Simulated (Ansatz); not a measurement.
Fermi-surface data of Pt (R-3m)

Consider the following.

```xyz
1
Lattice="0.0085 1.9645 1.9645 1.9645 0.0085 1.9645 1.9645 1.9645 0.0085" Properties=species:S:1:pos:R:3 pbc="T T T"
Pt     0.0000     0.0000     0.0000
```

Level of theory: PBEsol, rigid bands (plane waves, PAW, scalar-relativistic; Ansatz, an electronic-structure program). Condition of this run: uniaxial stress along [111] of -1 GPa (compression positive) (the target of the relaxation). How the cell was made: cell and atoms relaxed with PBEsol, then loaded as said.

```json
{
  "density of states at the Fermi level": "2.00 states/(eV·cell), both spins",
  "bare Sommerfeld coefficient": "4.7 mJ/(mol of atoms·K²)",
  "drude_plasma_energy": "8.9 eV",
  "root-mean-square Fermi velocity": "4.8e5 m/s",
  "resistivity times τ": "6.2 ×10⁻²² Ω·m·s",
  "resistivity_times_mean_free_path": "3.4 ×10⁻¹⁶ Ω·m²"
}
```

A metal at this level (no band gap); rigid bands, thermally averaged at 300 K, both spins. Spin-orbit coupling is left out, which matters with elements this heavy. τ is one relaxation time for all states; the product of resistivity and mean free path takes one path for all states instead.
